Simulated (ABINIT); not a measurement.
**Input and output of a self-consistent single point for BAs (F-43m, 2 atoms in the cell) (ABINIT)**

Level of theory: PBE, PAW (JTH v2.0 PBE PAW) (plane waves; ABINIT 10.0.3).

This input was run:

```
# BAs, JTH v2.0 PBE PAW
pp_dirpath "./"
pseudos "B.GGA_PBE-JTH.xml, As.GGA_PBE-JTH.xml"
acell 3.3799704141 3.3799704141 3.3799704141 Angstrom
rprim
         0.0000000000    0.7071067812    0.7071067812
         0.7071067812   -0.0000000000    0.7071067812
         0.7071067812    0.7071067812   -0.0000000000
natom 2
ntypat 2
znucl 5 33
typat 1 2
xred
         0.0000000000    0.0000000000    0.0000000000
         0.2500000000    0.2500000000    0.2500000000
ecut 40 Ry
pawecutdg 80 Ry
pawxcdev 0
ixc 11
occopt 3
tsmear 0.00183747
nband 14
kptopt 1
ngkpt 8 8 8
nshiftk 1
shiftk 0 0 0
nstep 80
tolvrs 1.0e-12
prtwf 0
prtden 0
prtvol 1
enunit 2
```

Output (repeated stretches shortened):

```
 Symmetries : space group F-4 3 m (#216); Bravais cF (face-center cubic)

 -outvars: echo values of preprocessed input variables --------
            acell      6.3872184199E+00  6.3872184199E+00  6.3872184199E+00 Bohr
             ecut      2.00000000E+01 Hartree
           enunit           2
              ixc          11
         kptrlatt        8    0    0      0    8    0      0    0    8
          kptrlen      5.10977474E+01
            natom           2
            nband          14
            ngfft          27      27      27
          ngfftdg          40      40      40
             nkpt          29
            nstep          80
             nsym          24
           ntypat           2
           occopt           3
        pawecutdg      4.00000000E+01 Hartree
         pawxcdev           0
            rprim      0.0000000000E+00  7.0710678120E-01  7.0710678120E-01
                       7.0710678120E-01 -0.0000000000E+00  7.0710678120E-01
                       7.0710678120E-01  7.0710678120E-01 -0.0000000000E+00
          spgroup         216
           tolvrs      1.00000000E-12
           tsmear      1.83747000E-03 Hartree
            typat      1  2
           useylm           1
             xred      0.0000000000E+00  0.0000000000E+00  0.0000000000E+00
                       2.5000000000E-01  2.5000000000E-01  2.5000000000E-01
            znucl        5.00000   33.00000

== DATASET  1 ==================================================================

 Exchange-correlation functional for the present dataset will be:
  GGA: Perdew-Burke-Ernzerhof functional - ixc=11
 Citation for XC functional:
  J.P.Perdew, K.Burke, M.Ernzerhof, PRL 77, 3865 (1996)

 Real(R)+Recip(G) space primitive vectors, cartesian coordinates (Bohr,Bohr^-1):
 R(1)=  0.0000000  4.5164455  4.5164455  G(1)= -0.1107065  0.1107065  0.1107065
 R(2)=  4.5164455  0.0000000  4.5164455  G(2)=  0.1107065 -0.1107065  0.1107065
 R(3)=  4.5164455  4.5164455  0.0000000  G(3)=  0.1107065  0.1107065 -0.1107065
 Unit cell volume ucvol=  1.8425543E+02 bohr^3
 Angles (23,13,12)=  6.00000000E+01  6.00000000E+01  6.00000000E+01 degrees

 Coarse grid specifications (used for wave-functions):

 getcut: wavevector=  0.0000  0.0000  0.0000  ngfft=  27  27  27
         ecut(hartree)=     20.000   => boxcut(ratio)=   2.02499

 Fine grid specifications (used for densities):

 getcut: wavevector=  0.0000  0.0000  0.0000  ngfft=  40  40  40
         ecut(hartree)=     40.000   => boxcut(ratio)=   2.19965

   4.97343271E+02                                ecore*ucvol(ha*bohr**3)

_setup2: Arith. and geom. avg. npw (full set) are     786.385     786.351

--- !BeginCycle
solver: {iscf: 17, nstep: 80, nline: 4, wfoptalg: 10, }
tolerances: {tolvrs: 1.00E-12, }
...

     iter   Etot(hartree)      deltaE(h)  residm     nres2
 ETOT  1  -115.47146601229    -1.155E+02 5.083E+01 6.298E+00
 ETOT  2  -116.74229227160    -1.271E+00 2.130E-02 2.869E+00
 ETOT  3  -116.73499901984     7.293E-03 4.631E-03 9.136E-01
 ETOT  4  -116.73297433347     2.025E-03 5.024E-04 3.831E-02
 ETOT  5  -116.73293166679     4.267E-05 1.845E-04 5.376E-03
 ETOT  6  -116.73297680946    -4.514E-05 3.672E-05 1.751E-03
   [... 5 lines left out ...]
 ETOT 12  -116.73297304984     6.574E-11 2.172E-05 3.530E-09
 ETOT 13  -116.73297304984     1.847E-13 3.293E-05 4.976E-10
 ETOT 14  -116.73297304985    -1.918E-12 1.763E-05 1.793E-11
 ETOT 15  -116.73297304984     2.075E-12 2.911E-05 1.904E-12
 ETOT 16  -116.73297304985    -7.390E-13 1.445E-05 9.336E-14

 At SCF step   16       nres2   =  9.34E-14 < tolvrs=  1.00E-12 =>converged.

 Cartesian components of stress tensor (hartree/bohr^3)
  sigma(1 1)= -8.42421809E-05  sigma(3 2)=  0.00000000E+00
  sigma(2 2)= -8.42421809E-05  sigma(3 1)=  0.00000000E+00
  sigma(3 3)= -8.42421809E-05  sigma(2 1)=  0.00000000E+00

 ----iterations are completed or convergence reached----

 reduced coordinates (array xred) for    2 atoms
       0.000000000000      0.000000000000      0.000000000000
       0.250000000000      0.250000000000      0.250000000000
 cartesian forces (eV/Angstrom) at end:
    1     -0.00000000000000    -0.00000000000000    -0.00000000000000
    2     -0.00000000000000    -0.00000000000000    -0.00000000000000
 frms,max,avg= 0.0000000E+00 0.0000000E+00   0.000E+00  0.000E+00  0.000E+00 e/A
 length scales=  6.387218419905  6.387218419905  6.387218419905 bohr
              =  3.379970414100  3.379970414100  3.379970414100 angstroms
 Fermi (or HOMO) energy (hartree) =   0.28021   Average Vxc (hartree)=  -0.38324
 Eigenvalues (hartree) for nkpt=  29  k points:
 kpt#   1, nband= 14, wtk=  0.00195, kpt=  0.0000  0.0000  0.0000 (reduced coord)
  -1.05676   -1.05676   -1.05676   -1.05609   -1.05609   -0.30658    0.25888    0.25888
   0.25888    0.37911    0.37911    0.37911    0.42911    0.61028
      occupation numbers for kpt#   1
   2.00000    2.00000    2.00000    2.00000    2.00000    2.00000    1.99998    1.99998
   1.99998    0.00000    0.00000    0.00000    0.00000    0.00000
 prteigrs : prtvol=0 or 1, do not print more k-points.

 Fermi (or HOMO) energy (eV) =   7.62484   Average Vxc (eV)= -10.42848
 Eigenvalues (   eV  ) for nkpt=  29  k points:
 kpt#   1, nband= 14, wtk=  0.00195, kpt=  0.0000  0.0000  0.0000 (reduced coord)
 -28.75590  -28.75590  -28.75590  -28.73765  -28.73765   -8.34252    7.04437    7.04437
   7.04437   10.31608   10.31608   10.31608   11.67660   16.60646
 prteigrs : prtvol=0 or 1, do not print more k-points.

--- !EnergyTerms
comment             : Components of total free energy in Hartree
kinetic             :  5.68886743858917E+00
hartree             :  3.33116196066553E+01
xc                  : -3.28638663539469E+00
Ewald energy        : -6.33812570839217E+01
psp_core            :  2.69920544150375E+00
local_psp           : -9.02130220555382E+01
spherical_terms     : -1.55199983665543E+00
internal            : -1.16732973124762E+02
'-kT*entropy'       : -5.08399534167077E-09
total_energy        : -1.16732973129846E+02
total_energy_eV     : -3.17646574095530E+03
...

-Cartesian components of stress tensor (GPa)         [Pressure=  2.4785E+00 GPa]
- sigma(1 1)= -2.47849011E+00  sigma(3 2)=  0.00000000E+00
- sigma(2 2)= -2.47849011E+00  sigma(3 1)=  0.00000000E+00
- sigma(3 3)= -2.47849011E+00  sigma(2 1)=  0.00000000E+00

 Calculation completed.
```

The run converged in 16 iterations.

The starting cell has typed, rounded lattice constants, without a prior relaxation at this level.

Cost on one core of a shared machine: roughly 40 s.
